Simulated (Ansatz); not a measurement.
## Ca: 7 layers

Base system: Ca in the fcc (Cu type) structure (space group Fm-3m, No. 225; a = 5.569 Å). Axes: x, y, z lie along the cube axes.

Modification: a free-standing slab of 7 layers (7 atoms, 1 a layer) is cut normal to [111], with 15 Å of vacuum and the in-plane cell held at bulk.

Computed with Kohn–Sham DFT with the r2SCAN functional, run in Ansatz (a first-principles code) with PAW and 500 eV plane waves, no SOC, earlier PAW set. k-mesh 14×14×1 (Γ-centred); smearing 0.05 eV (Fermi–Dirac), for the changed cell.

* **Layer's space group (with vacuum)**: P-3m1 (No. 164)
* **Shortest interatomic distance**: 7.325 bohr (base 7.441 bohr)
* **Band gap**: zero (base zero)
* **Excess energy per area of both faces (slab less bulk energy over the cell's area: twice a surface energy)**: 1.0 J/m² (uncertain by up to 0.08 J/m²)
* **Change of the spacing d12 from its bulk value of 3.215 Å**: -2.3 %
* **Change of the spacing d23 from its bulk value of 3.215 Å**: +0.2 %

Final structure:

```yaml
crystal:
  lattice:
    - [3.93757, 0.00000, 0.00000]
    - [1.96878, 3.41003, 0.00000]
    - [0.00000, 0.00000, 34.29007]
  atoms:
    - { symbol: Ca, position: [0.33333, 0.83333, 0.22067] }
    - { symbol: Ca, position: [0.00000, 0.50000, 0.31224] }
    - { symbol: Ca, position: [0.66667, 0.16667, 0.40615] }
    - { symbol: Ca, position: [0.33333, 0.83333, 0.50000] }
    - { symbol: Ca, position: [0.00000, 0.50000, 0.59385] }
    - { symbol: Ca, position: [0.66667, 0.16667, 0.68776] }
    - { symbol: Ca, position: [0.33333, 0.83333, 0.77933] }
```

Cost of the whole job for the changed cell (relaxation, final SCF and bands): roughly 5 core-minutes.

Slab and bulk use different k-meshes, which limits the precision of the excess energy. No phonon test of stability was made.
